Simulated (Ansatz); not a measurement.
**How a calculation on BaSn3Au (I4mm, 5 atoms in the cell) responds to its settings**

```yaml
crystal:
  lattice:
    - [-2.53843, 2.53843, 5.64368]
    - [2.53843, -2.53843, 5.64368]
    - [2.53843, 2.53843, -5.64368]
  atoms:
    - { symbol: Ba, position: [0.00000, 0.00000, 0.00000] }
    - { symbol: Au, position: [0.35808, 0.35808, 0.00000] }
    - { symbol: Sn, position: [0.60039, 0.60039, 0.00000] }
    - { symbol: Sn, position: [0.24971, 0.74971, 0.50000] }
    - { symbol: Sn, position: [0.74971, 0.24971, 0.50000] }
```

Base run A: r2SCAN, default PAW files made with PBE (Ansatz, an electronic-structure program), self-consistent single point.

Its settings: kpoints.mp_grid.grid = 6 6 6; hamiltonian.xc = r2scan; hamiltonian.pseudopotentials = {kind: paw} (the program's default PAW files); scf.occupations.method = gaussian; scf.occupations.width = 0.0073 Ry.

The starting cell comes from a database of published, mostly measured structures (it also holds non-ambient and calculated ones), without a prior relaxation at this level. Its lattice was rescaled by a random factor within 2.5 % of one. Ansatz's pressure includes its estimate of the finite-basis (Pulay) stress.

A dash stands where there is no value to compare (another energy zero or no entropy term, no result, no spin, no clean gap, or a mesh too coarse for one). Total energies depend on the potentials, the functional and any Hubbard or dispersion term, so they are compared only between runs that share all of them.

Runs:
- B: hamiltonian.dispersion: default → d3bjatm [r2SCAN-D3BJ-ATM]
- C: hamiltonian.xc: r2scan → pbesol; hamiltonian.dispersion: default → d3bjatm [PBEsol-D3BJ-ATM]
- D: hamiltonian.dispersion: default → d4 [r2SCAN-D4]
- E: hamiltonian.xc: r2scan → pbesol; hamiltonian.dispersion: default → d4 [PBEsol-D4]

```csv
run,pressure (GPa),largest force (eV/Å),dispersion energy (eV/atom)
A,-0.84,0.089,–
B,-1.64,0.086,-0.159
C,-4.38,0.064,-0.378
D,-1.49,0.088,-0.122
E,-3.53,0.062,-0.219
```

Run C against A: The pressure goes from -0.84 to -4.38 GPa and the largest force goes from 0.089 to 0.064 eV/Å.

Run B against A: The pressure goes from -0.84 to -1.64 GPa and the largest force moves little (0.089 to 0.086 eV/Å).

Run D against A: The pressure goes from -0.84 to -1.49 GPa and the largest force moves little (0.089 to 0.088 eV/Å).

Left out of this page: 1 run of the series unsound by tests on forces, stress, charge or solver warnings.

Keys are those of Ansatz 0.2.
